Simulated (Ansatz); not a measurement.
**Effect of uniaxial strain ε_zz = +4.15 % on CoPdO2**

The parent structure is CoPdO₂ (space group R-3m, No. 166; a = 2.862 Å, c = 17.853 Å (hexagonal axes); not spin-polarised; relaxed with 0.1 eV smearing). Axes: x lies along a and z along c of the hexagonal cell.

It is then changed as follows: uniaxial strain ε_zz = +4.15 %, all other strain components held at zero, atoms relaxed at fixed cell.

Calculations: Ansatz (a program for electronic structure) PBE, no spin-orbit coupling. k-mesh 20×20×20 (Γ-centred); smearing 0.1 eV (Fermi–Dirac).

* **Volume per atom**: 10.99 Å³ (base 10.56 Å³)
* **Space group**: R-3m (No. 166) (base R-3m (No. 166))
* **Shortest interatomic distance**: 1.931 Å (base 1.911 Å)
* **Energy relative to the base (free energy F)**: +25 meV/atom
* **Pressure (mean of the normal stresses, compression positive)**: -8.5 GPa (base 0.0 GPa)
* **Band gap**: zero (base zero)
* **Stress (xx, yy, zz, yz, xz, xy; compression positive)**: (-4.3, -4.3, -16.8, 0.0, 0.0, 0.0) GPa

Whether these cells are dynamically stable was not tested. Starting moments died away, wholly or in part, for the base; another magnetic solution may exist. No Hubbard U is applied and the magnetic state is the run's own (CoPdO2 not spin-polarised; CoPdO2 non-magnetic); small cells can't hold the antiferromagnetic order that many such compounds have, so gaps and moments can be off. The final runs are not spin-polarised. An odd electron count without spin: CoPdO2.
